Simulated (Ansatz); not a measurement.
The starting structures come from a database of crystals and need not be the phases stable at ambient conditions.

 Where the default PAW files enter, the runs use the earlier of Ansatz's two default sets.

Data:

```
CELL_PARAMETERS angstrom
      6.47493     0.00000     0.00000
      2.18794     6.09407     0.00000
      2.14350    -3.04704     3.72546
ATOMIC_POSITIONS crystal
  Zn 0.00000 0.00000 0.00000
  Cu 0.75000 0.75000 0.50000
  Cu 0.25000 0.25000 0.50000
  Ge 0.50000 0.50000 0.00000
  S  0.12988 0.61542 0.48554
  S  0.87012 0.38458 0.00000
  S  0.61542 0.12988 0.51446
  S  0.38458 0.87012 0.00000
```

Space group of this cell: I-42m. The cell is taken as given; by LDA its mean pressure is -3.5 GPa.

Transport runs along the normal of the first two printed cell vectors, the (110) plane of the conventional cell.

The gap is the functional's own, uncorrected, and κ follows it; spin-orbit coupling is left out. Mid-gap values are interpolated between the computed energies.

Compute, with LDA (Ansatz, a program for electronic structure), the band gap and the smallest decay constant κ at mid-gap.

Gap 0.37 eV on a 8×8×8 mesh; κ = 0.046 1/Å, at the zone centre.
